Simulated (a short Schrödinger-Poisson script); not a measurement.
# MOS inversion layer, Al2O3 on p-type Ge(111)

System: MOS inversion layer, Al2O3 on p-type Ge(111), at 300 K.

```tsv
layer	material	thickness (nm)	Na (cm⁻³)
1	Al2O3	2.9	-
2	Ge	280	2.2e18
```

The device is made up for the run: typed textbook-type constants, with dimensions and the other settings drawn at random. Al2O3: permittivity 9, conduction-band edge (eV) 2.65, gap (eV) 6.8, electron mass (mₑ) 0.3. Ge: permittivity 16, conduction-band edge (eV) 0, gap (eV) 0.664, Nv at 300 K (cm⁻³) 6e18.

Channel valleys (confinement mass, in-plane density-of-states mass, number): L1 1.59, 0.08, 1; L3 0.09, 0.34, 3. At the gate the conduction-band edge of layer 1 lies 2.87 eV − eVg above the Fermi level of the channel; the field vanishes at the back. Gaps are held at their typed values at every temperature. Mesh 0.03 nm at interfaces.

From a short Schrödinger-Poisson script (our own, NumPy): 1D Poisson equation in equilibrium, electrons quantum, Hartree (BenDaniel-Duke, 12 states a valley, the channel's in-plane mass for all, wave functions free to enter the dielectric), parabolic valleys, classical holes, full ionisation, no traps, pinning or gate leakage.

| Vg (V) | electrons (cm⁻²) | C (μF/cm²) | L1 E0 (meV) | L1 E1 (meV) | L3 E0 (meV) | L3 E1 (meV) |
|---|---|---|---|---|---|---|
| 0.3 | 8.10e7 | 0.586 | 247.9 | 309.0 | 349.0 | 488.2 |
| 0.35 | 3.29e8 | 0.568 | 210.9 | 274.0 | 315.1 | 460.6 |
| 0.4 | 1.37e9 | 0.554 | 173.5 | 238.5 | 280.6 | 432.1 |
| 0.45 | 5.72e9 | 0.554 | 135.8 | 202.7 | 245.7 | 402.8 |
| 0.5 | 2.36e10 | 0.600 | 98.5 | 167.1 | 211.0 | 373.3 |
| 0.55 | 8.85e10 | 0.776 | 63.3 | 133.6 | 178.2 | 345.2 |
| 0.6 | 2.60e11 | 1.09 | 33.3 | 105.3 | 150.6 | 321.4 |
| 0.65 | 5.61e11 | 1.38 | 9.9 | 83.5 | 129.4 | 303.2 |
| 0.7 | 9.61e11 | 1.57 | -8.5 | 66.9 | 113.2 | 289.4 |
| 0.75 | 1.43e12 | 1.70 | -23.8 | 53.5 | 100.2 | 278.6 |
| 0.8 | 1.93e12 | 1.78 | -36.9 | 42.3 | 89.4 | 269.8 |
| 0.85 | 2.47e12 | 1.85 | -48.5 | 32.7 | 80.2 | 262.4 |
| 0.9 | 3.03e12 | 1.90 | -59.0 | 24.4 | 72.1 | 256.3 |
| 0.95 | 3.61e12 | 1.94 | -68.7 | 17.0 | 65.1 | 251.0 |
| 1 | 4.21e12 | 1.98 | -77.6 | 10.5 | 58.8 | 246.6 |
| 1.05 | 4.82e12 | 2.01 | -85.9 | 4.6 | 53.2 | 242.8 |
| 1.1 | 5.44e12 | 2.03 | -93.8 | -0.8 | 48.1 | 239.5 |
| 1.15 | 6.07e12 | 2.05 | -101.2 | -5.7 | 43.4 | 236.6 |
| 1.2 | 6.71e12 | 2.07 | -108.3 | -10.2 | 39.2 | 234.2 |
| 1.25 | 7.35e12 | 2.09 | -115.1 | -14.4 | 35.2 | 232.0 |
| 1.3 | 8.00e12 | 2.11 | -121.6 | -18.3 | 31.5 | 230.1 |

Subbands count from the Fermi level.

Only the L valleys are kept; under strong confinement the Δ valleys of Ge fill too.
